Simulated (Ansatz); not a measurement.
# SiO2, pressure series

Consider SiO2 in the rutile structure (space group P4_2/mnm, No. 136; a = 4.236 Å, c = 2.690 Å).

Cell and atoms are relaxed at each pressure.

Computed with plane-wave PAW DFT at the PBE level (Ansatz, an electronic-structure program, 420 eV), scalar-relativistic without spin-orbit coupling.

Candidates:
(a) pressure −1 GPa
(b) pressure 4.5 GPa
(c) pressure −2 GPa
(d) pressure 15 GPa

Base values:

| Item | Value |
|---|---|
| Band gap | 5.04 eV |

Question: Order them by band gap, highest first.

Answer: (d) pressure 15 GPa (5.81 eV), (b) pressure 4.5 GPa (5.28 eV), (a) pressure −1 GPa (4.98 eV), (c) pressure −2 GPa (4.93 eV)

Load acts through the strain it causes; cell and atoms are relaxed under it. Stability against distortions was not tested. No other phases were tried under pressure.
